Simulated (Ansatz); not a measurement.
Consider BeSe in the zinc blende structure (space group F-43m, No. 216; a = 5.129 Å).

Computed with PBEsol (Ansatz, a program for electronic structure; PAW; 420 eV plane waves; spin-orbit coupling left out).

Before the change:

```
Quantity                         Result
-----------------------------  --------
Band gap                        2.47 eV
Shortest interatomic distance  222.1 pm
Smallest direct gap             4.28 eV
```

It is then changed as follows: full substitution Se → Te, then cell and atoms are relaxed.

Tabulated Pauling electronegativity and covalent radius: Se 2.55, 1.20 Å; Te 2.10, 1.38 Å.

Question: What happens to the band gap?

Answer: The band gap falls by 0.63 eV, from 2.47 eV to 1.84 eV.

Question: Predict the new shortest interatomic distance.

Answer: The shortest interatomic distance rises by 20.6 pm, from 222.1 pm to 242.7 pm.

Question: What does the calculation give for the smallest direct gap after the change?

Answer: The smallest direct gap decreases by 0.676 eV (4.28 eV → 3.61 eV).

Spin-orbit coupling, missing from the scalar runs, can matter with Te. Whether these cells are dynamically stable was not tested.
